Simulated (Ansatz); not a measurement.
A computed series for MoS2: pressure series

Start from MoS₂ in the 2H-MoS2 type structure (space group P6_3/mmc, No. 194; layered, stacked along the Cartesian z axis).

```cif
data_Mo2S4
_chemical_formula_sum 'Mo2 S4'
_space_group_name_H-M_alt 'P63/mmc'
_space_group_IT_number 194
_space_group_name_Hall '-P 6c 2c'
_cell_length_a 3.14944
_cell_length_b 3.14944
_cell_length_c 12.09152
_cell_angle_alpha 90.000
_cell_angle_beta 90.000
_cell_angle_gamma 120.000
loop_
_atom_site_label
_atom_site_type_symbol
_atom_site_symmetry_multiplicity
_atom_site_Wyckoff_symbol
_atom_site_fract_x
_atom_site_fract_y
_atom_site_fract_z
_atom_site_occupancy
Mo1 Mo 2 c 0.33333 0.66667 0.25000 1
S1 S 4 f 0.66667 0.33333 0.12050 1
```

Cell and atoms are relaxed at each pressure.

Level of theory: PBE-D3(BJ) (Ansatz, an electronic-structure program, PAW, no spin-orbit coupling), earlier PAW set.

Candidates:
(a) pressure −2 GPa
(b) pressure 60 GPa
(c) pressure 1.8 GPa
(d) pressure 4.2 GPa

Base values:

```
Item       Result
--------  -------
Band gap  0.78 eV
```

Problem. Order them by band gap, highest first.

Solution. (a) pressure −2 GPa (1.04 eV), (c) pressure 1.8 GPa (0.64 eV), (d) pressure 4.2 GPa (0.51 eV), (b) pressure 60 GPa (zero)

The mesh was chosen for an insulator and is coarse for the gapless case. Load acts through the strain it causes; cell and atoms are relaxed under it. No phonon test of stability was made. Competing high-pressure phases were not computed. The final runs are not spin-polarised.
